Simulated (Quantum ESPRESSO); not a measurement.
A self-consistent single point of MgH2 (P1, 3 atoms in the cell) with Quantum ESPRESSO.

Method: PBEsol, GBRV 1.5 ultrasoft (PBESOL) pseudopotentials (plane waves; Quantum ESPRESSO 7.5).

The change in words: lattice scaled by 0.98. Reference geometry:
```xyz
3
Lattice="0.0000 2.3811 2.3811 2.3811 0.0000 2.3811 2.3811 2.3811 0.0000" Properties=species:S:1:pos:R:3 pbc="T T T"
Mg    -0.0549    -0.0946     0.0260
H      3.5719     3.5696     3.6227
H      1.2451     1.2871     1.1134
```

Reference input (self-consistent single point, DFT, PBEsol, plane waves, GBRV 1.5 ultrasoft (PBESOL) pseudopotentials): ecutwfc = 40 Ry; ecutrho = 200 Ry; occupations = smearing; smearing = fermi-dirac; degauss = 0.0036749 Ry; potentials = {Mg: mg_pbesol_v1.4.uspp.F.UPF, H: h_pbesol_v1.4.uspp.F.UPF}; K_POINTS = automatic 11 11 11 0 0 0; conv_thr = 1e-10 Ry; mixing_beta = 0.7. This run's input differs from it in these lines:

```diff
@@ -31,5 +31,5 @@
 CELL_PARAMETERS angstrom
-   0.0000000000     2.3810650000     2.3810650000
-   2.3810650000     0.0000000000     2.3810650000
-   2.3810650000     2.3810650000     0.0000000000
+   0.0000000000     2.3334440000     2.3334440000
+   2.3334440000     0.0000000000     2.3334440000
+   2.3334440000     2.3334440000     0.0000000000
```

Output (repeated stretches shortened):

```
     Self-consistent Calculation

     iteration #  1     ecut=    40.00 Ry     beta= 0.70

     total energy              =    -127.37705436 Ry
     estimated scf accuracy    <       0.28420414 Ry

     iteration #  2     ecut=    40.00 Ry     beta= 0.70

     total energy              =    -127.42809539 Ry
     estimated scf accuracy    <       0.00576550 Ry

     iteration #  3     ecut=    40.00 Ry     beta= 0.70

     total energy              =    -127.42868420 Ry
     estimated scf accuracy    <       0.00019899 Ry

   [... 3 blocks of this kind left out ...]

     iteration #  7     ecut=    40.00 Ry     beta= 0.70

     total energy              =    -127.42869194 Ry
     estimated scf accuracy    <          2.4E-10 Ry

     iteration #  8     ecut=    40.00 Ry     beta= 0.70
     End of self-consistent calculation

     Number of k-points >= 100: set verbosity='high' to print the bands.

     the Fermi energy is     5.9354 ev

!    total energy              =    -127.42869194 Ry
     estimated scf accuracy    <          1.6E-11 Ry
     smearing contrib. (-TS)   =      -0.00028022 Ry
     internal energy E=F+TS    =    -127.42841172 Ry

     convergence has been achieved in   8 iterations

     Forces acting on atoms (cartesian axes, Ry/au):

     atom    1 type  1   force =     0.02137536    0.02667268   -0.01263577
     atom    2 type  2   force =    -0.00191876   -0.00175635   -0.01089505
     atom    3 type  2   force =    -0.01945660   -0.02491633    0.02353082

     Total force =     0.054832     Total SCF correction =     0.000003

          total   stress  (Ry/bohr**3)                   (kbar)     P=       39.52
   0.00027621   0.00016145  -0.00010055           40.63       23.75      -14.79
   0.00016145   0.00025455  -0.00007897           23.75       37.45      -11.62
  -0.00010055  -0.00007897   0.00027524          -14.79      -11.62       40.49

   JOB DONE.
```

The run converged in 8 iterations. Against the reference run the free energy rises by 6.3 meV/atom, the pressure goes from 0.04 to 3.95 GPa and the largest force goes from 0.883 to 1.013 eV/Å.

The starting cell comes from a database of computed structures (which also holds hypothetical and non-ambient phases and stackings), without a prior relaxation at this level. Its atoms were displaced at random from the sites of space group no. 225. For this run, on top of that: lattice scaled by 0.98. With a pressure of about 4 GPa the cell is away from its equilibrium volume at this level. Forces in this geometry exceed 1 eV/Å.

Cost on one core of a shared machine: roughly 40 s.
